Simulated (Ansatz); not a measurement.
Consider CdGeAs2 in the chalcopyrite structure (space group I-42d, No. 122; a = 5.981 Å, c = 11.298 Å).

Computed with r2SCAN (Ansatz, a program for electronic structure), no spin-orbit coupling.

Base values:

The valence-band top at Γ comes out as 0.00, -0.23, -0.23 eV, the band gap comes out as 0.10 eV and the lattice parameter a is 5.981 Å.

It is then changed as follows: a hydrostatic pressure of 9 GPa.

**Question.** Estimate the effect on the valence-band top at Γ, band gap, electron mass and lattice parameter a.

**Answer.** The valence-band top at Γ (three highest levels, from the VBM) changes from 0.00, -0.23, -0.23 eV to 0.00, -0.32, -0.32 eV; the band gap increases by 0.66 eV (0.10 eV → 0.76 eV); the electron mass comes out as 0.048 mₑ along c, 0.063 mₑ across (at Γ); the lattice parameter a falls by 0.194 Å (5.981 Å → 5.787 Å).

Load acts through the strain it causes; cell and atoms are relaxed under it. Masses are band curvatures over ±0.01 Å⁻¹ around the edge. No phonon test of stability was made. No other phases were tried under pressure. The zero or small gap of CdGeAs2 can change with the level of theory.
